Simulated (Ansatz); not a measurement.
CoSn (P6/mmm, No. 191) was calculated with r²SCAN (PAW; Ansatz, a first-principles code).

Numerical settings: plane-wave cutoff 600 eV, 12×12×16 k mesh (along the axes of the cell as run), Fermi–Dirac smearing 0.046 eV (set by the program), no spin polarisation, scalar-relativistic PAW data made under PBE.

Computed at the level's own relaxed cell.

Elastic tensor (GPa, Voigt notation, ions relaxed):

```
  252.6   106.9    69.4     0.0     0.0     0.0
  106.9   252.6    69.4     0.0     0.0     0.0
   69.4    69.4   291.2     0.0     0.0     0.0
    0.0     0.0     0.0    79.0     0.0     0.0
    0.0     0.0     0.0     0.0    79.0     0.0
    0.0     0.0     0.0     0.0     0.0    72.8
```

Q: Work out the Voigt, Reuss and Hill averages of the bulk and shear moduli, Young's modulus and Poisson's ratio from the printed constants.

A: K_V = [C11 + C22 + C33 + 2(C12 + C13 + C23)]/9 = [796.4 + 2 × 245.7]/9 = 143.1 GPa. G_V = [796.4 − 245.7 + 3 × 230.8]/15 = 82.9 GPa. From the compliances S = C⁻¹, K_R = 143.1 and G_R = 80.9 GPa. Hill means: K = 143.1, G = 81.9 GPa. E = 9KG/(3K + G) = 206 GPa, ν = (3K − 2G)/(6K + 2G) = 0.26, K/G = 1.75.

The computed numbers hold no vibrational or temperature effects.
